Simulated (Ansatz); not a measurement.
Base system: GaN (space group Pm-3n, No. 223; a = 5.571 Å; a hypothetical phase, not in the database extracts checked). Axes: x, y, z lie along the cube axes.

Level of theory: PBE, PAW, 420 eV (Ansatz, a program for electronic structure; no spin-orbit coupling).

Before the change:

* **Electron mass**: 0.19 mₑ (at Γ)
* **Valence-band top at Γ**: 0.00, 0.00, 0.00 eV

Now apply this change: strain tensor (xx, yy, zz, yz, xz, xy) = (−0.74, −1.45, −0.60, −1.86, +1.10, −0.71) %, atoms relaxed at fixed cell.

Question: How does this affect the energy relative to the base?

Answer: The energy grows by 9.6 meV/atom.

Question: How does this affect the electron mass?

Answer: The electron mass becomes 0.20 mₑ (at Γ) (base: 0.19 mₑ (at Γ)).

Question: What happens to the valence-band top at Γ?

Answer: The valence-band top at Γ (three highest levels, from the VBM) goes from 0.00, 0.00, 0.00 eV to 0.00, -0.09, -0.21 eV.

Question: Predict the new largest internal atomic displacement.

Answer: The largest internal atomic displacement amounts to 0.038 Å.

The levels and masses belong to the bands next to the band gap. Masses are band curvatures over ±0.01 Å⁻¹ around the edge. No phonon test of stability was made.
